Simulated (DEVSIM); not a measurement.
Structure: Ti/Al2O3/SiO2/p-Si capacitor, at 300 K.

```
layer (left to right)  material  thickness (nm)  Na (cm⁻³)
---------------------  --------  --------------  ---------
1                         Al2O3            7.30          -
2                          SiO2            1.30          -
3                            Si            2700     4.4e16
```

Metal gate on the left, work function 4.33 eV. Fixed charge at the semiconductor interface 1.2e12 cm⁻² (in units of +e); no interface traps.

The device is made up for the run: typed textbook-type constants, with dimensions and the other settings drawn at random. Values at 300 K; Nc and Nv go as T^1.5, mobilities as T to minus their exponent, the gap by Varshni's rule with the affinity fixed.

```tsv
parameter	Al2O3	SiO2	Si
gap (eV)	6.8	9	1.124
affinity (eV)	1.35	0.9	4.05
permittivity	9	3.9	11.7
Nc (cm⁻³)	-	-	2.86e19
Nv (cm⁻³)	-	-	3.1e19
Varshni α (eV/K)	-	-	0.000473
Varshni β (K)	-	-	636
```

Model (solved in DEVSIM): 1D Poisson equation in equilibrium, Boltzmann statistics, complete ionisation; no quantum confinement or tunnelling. Metal contacts follow the ideal Schottky-Mott rule: no Fermi-level pinning, no interface dipoles.

The temperature was swept, all else fixed.

| temperature (K) | flat-band voltage (V) | threshold voltage (band bending 2φF) (V) | minimum of the low-frequency capacitance (μF/cm²) |
|---|---|---|---|
| 250 | -0.97 | 0.04 | 0.0655 |
| 300 | -0.92 | 0.00 | 0.0692 |
| 350 | -0.87 | -0.04 | 0.0755 |
| 400 | -0.82 | -0.08 | 0.0819 |
| 450 | -0.77 | -0.13 | 0.0928 |
| 500 | -0.72 | -0.18 | 0.105 |

From the first row to the last the flat-band voltage goes from -0.97 to -0.72. From the first row to the last the threshold voltage (band bending 2φF) goes from 0.04 to -0.18.
